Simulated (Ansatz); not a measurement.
**SnTe₂ (model structure, started from the CdCl2 type, R-3m, No. 166, 3 atoms in the cell): lattice parameter c by level of theory**

No measured value is used here.

Put these levels in order of the lattice parameter c that they give for SnTe₂ (model structure, started from the CdCl2 type, R-3m, No. 166, 3 atoms in the cell), smallest first: LDA (Ansatz, a quantum-chemistry and plane-wave program), PBE (Ansatz), PBE-D3(BJ) (Ansatz).

LDA (18.234 Å), PBE-D3(BJ) (18.445 Å), PBE (18.694 Å)

Ansatz's density-functional and Hartree–Fock values are scalar-relativistic unless marked +SOC, with PAW data made under PBE.

A model structure was made by putting elements into a prototype or built by hand; it is no filed structure, need not be a known phase, and can be a saddle point held by its symmetry.
